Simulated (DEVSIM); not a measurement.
Structure: Schottky contact on n-type GaN, at 300 K.

```
layer (left to right)  material  thickness (μm)  Nd (cm⁻³)   τn (s)   τp (s)
---------------------  --------  --------------  ---------  -------  -------
1                           GaN            1.90       2e15  5.3e-10  5.3e-10
```

Left contact: Schottky, work function 5.6 eV, emission velocity 8.3e6 cm/s. Right contact: ohmic. Voltage is applied to the left contact. Recombination: SRH at mid-gap, radiative, Auger. Mobility is constant in doping.

Constants are typed, rounded textbook-type inputs, not results; the design itself was drawn at random and stands for no fabricated device. Values at 300 K.

| parameter | GaN |
|---|---|
| gap (eV) | 3.43 |
| affinity (eV) | 4.1 |
| permittivity | 9.5 |
| Nc (cm⁻³) | 2.3e18 |
| Nv (cm⁻³) | 4.6e19 |
| μn (cm²/Vs) | 1200 |
| μp (cm²/Vs) | 100 |
| B (cm³/s) | 1e-11 |
| Cn (cm⁶/s) | 1e-30 |
| Cp (cm⁶/s) | 1e-30 |

Model (solved in DEVSIM): 1D drift-diffusion, Boltzmann statistics, complete ionisation; no tunnelling, impact ionisation, image-force lowering or self-heating. Metal contacts follow the ideal Schottky-Mott rule: no Fermi-level pinning, no interface dipoles.

The metal work function was swept, all else fixed.

| metal work function (eV) | dark forward voltage at 1 A/cm² (V) | dark forward voltage at 100 A/cm² (V) | potential step across the device at zero bias (V) |
|---|---|---|---|
| 5.45 | 0.978 | 1.155 | 1.168 |
| 5.5 | 1.028 | 1.205 | 1.218 |
| 5.55 | 1.078 | 1.255 | 1.268 |
| 5.6 | 1.128 | 1.305 | 1.318 |
| 5.65 | 1.178 | 1.355 | 1.368 |
| 5.7 | 1.228 | 1.405 | 1.418 |
| 5.75 | 1.278 | 1.455 | 1.468 |
| 5.8 | 1.328 | 1.505 | 1.518 |

From the first row to the last the dark forward voltage at 1 A/cm² goes from 0.978 to 1.328. From the first row to the last the dark forward voltage at 100 A/cm² goes from 1.155 to 1.505.
